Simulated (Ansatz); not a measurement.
```yaml
crystal:
  lattice:
    - [4.24755, 0.00000, 0.00000]
    - [-2.12377, 3.67848, 0.00000]
    - [0.00000, 0.00000, 6.73273]
  atoms:
    - { symbol: Cd, position: [0.33333, 0.66667, 0.99665] }
    - { symbol: Cd, position: [0.66667, 0.33333, 0.49665] }
    - { symbol: Se, position: [0.33333, 0.66667, 0.37935] }
    - { symbol: Se, position: [0.66667, 0.33333, 0.87935] }
```

No spin polarisation.

Calculations: LDA, PAW, 420 eV (Ansatz, a quantum-chemistry and plane-wave program; scalar-relativistic without spin-orbit coupling). k-mesh 9×9×5 (Γ-centred); smearing 0.05 eV (Fermi–Dirac).

What gap character does the calculation give?

Direct at Γ.

What is the computed band gap?

0.54 eV.

What is the computed electron mass?

0.050 mₑ along z, 0.054 mₑ across (at Γ).

The cells carry an imposed strain or load. Masses are band curvatures over ±0.01 Å⁻¹ around the edge. Stability against distortions was not tested. The cell was made from CdSe in the wurtzite structure (space group P6_3mc, No. 186) by this change: uniaxial strain ε_zz = −3.00 %.
